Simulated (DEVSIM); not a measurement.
## Schottky contact on n-type Si

Structure: Schottky contact on n-type Si, at 300 K.

| layer (left to right) | material | thickness (μm) | Nd (cm⁻³) | τn (s) | τp (s) |
|---|---|---|---|---|---|
| 1 | Si | 0.310 | 3e16 | 6.6e-7 | 6.6e-7 |

Left contact: Schottky, work function 4.76 eV, emission velocity 8.1e6 cm/s. Right contact: ohmic. Voltage is applied to the left contact. Recombination: SRH at mid-gap, radiative. Mobility is constant in doping.

The device is made up for the run: typed textbook-type constants, with dimensions and the other settings drawn at random. Values at 300 K.

```tsv
parameter	Si
gap (eV)	1.124
affinity (eV)	4.05
permittivity	11.7
Nc (cm⁻³)	2.86e19
Nv (cm⁻³)	3.1e19
μn (cm²/Vs)	1417
μp (cm²/Vs)	470
B (cm³/s)	4.7e-15
```

Simulated with DEVSIM: 1D drift-diffusion, Boltzmann statistics, complete ionisation; no tunnelling, impact ionisation, image-force lowering or self-heating. Metal contacts follow the ideal Schottky-Mott rule: no Fermi-level pinning, no interface dipoles.

```
Quantity                                           Result
---------------------------------------------  ----------
Potential step across the device at zero bias     0.533 V
Largest field in the device at zero bias       68000 V/cm
Dark forward voltage at 1 A/cm²                   0.263 V
Dark forward voltage at 100 A/cm²                 0.384 V
```

Small-signal capacitance in reverse bias (quasi-static):

| V (V) | C (nF/cm²) |
|---|---|
| -0.4 | 52.4 |
| -1 | 40.7 |
| -2 | 34.0 |
| -3 | 33.5 |
| -4 | 33.4 |

Dark forward current:

(V (V), J (A/cm²)): (0.05, 0.00024); (0.10, 0.0019); (0.15, 0.013); (0.20, 0.090); (0.25, 0.62); (0.30, 4.2); (0.35, 28); (0.40, 180); (0.45, 1000); (0.50, 4100)
